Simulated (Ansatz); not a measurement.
An Ansatz (a first-principles code) input (Kohn–Sham DFT with the r2SCAN functional, run in Ansatz with PAW and 500 eV plane waves, no spin-orbit coupling):

Ansatz 0.2 input:
```yaml
crystal:
  lattice:
    - [4.8247201704, 0, 0]
    - [-2.4123600852, 4.1783302337, 0]
    - [0, 0, 5.3892200967]
  atoms:
    - { symbol: P, position: [0.3826162839, 0, 0.8333333333] }
    - { symbol: P, position: [0, 0.3826162839, 0.1666666667] }
    - { symbol: P, position: [0.6173837161, 0.6173837161, 0.5] }
    - { symbol: O, position: [0.4902700297, 0.3861279384, 0.7280953087] }
    - { symbol: O, position: [0.6138720616, 0.1041420913, 0.061428642] }
    - { symbol: O, position: [0.8958579087, 0.5097299703, 0.3947619753] }
    - { symbol: O, position: [0.1041420913, 0.6138720616, 0.938571358] }
    - { symbol: O, position: [0.3861279384, 0.4902700297, 0.2719046913] }
    - { symbol: O, position: [0.5097299703, 0.8958579087, 0.6052380247] }
basis: { ecutwfc: 500, ecutrho_ratio: 4, xc_grid: 4, fft_grid_basis: typed }
kpoints: { mp_grid: { grid: [11, 11, 9] } }
hamiltonian:
  xc: r2scan
  dispersion: none
  pseudopotentials: { kind: paw }
scf: { occupations: { method: fermi_dirac, width: 0.05 }, convergence: { dr2_threshold: 0.0000000009 } }
output: { forces: true, stress: true }
checkpoint: { write: state.ck, write_every: 1000 }
```

### Question
Which symmetry and how many k-points will the program report, and about how many plane waves at Γ?

### Answer
Space group P3121 (ITA 152) with 6 operations, k-points 120 of 1089, and 2785 plane waves at Γ.

Whether these cells are dynamically stable was not tested. The final runs are not spin-polarised. An odd electron count without spin: PO2. The cell was made from SiO2 by this change: Si → P; the result is a hypothetical phase, not in the database extracts checked.
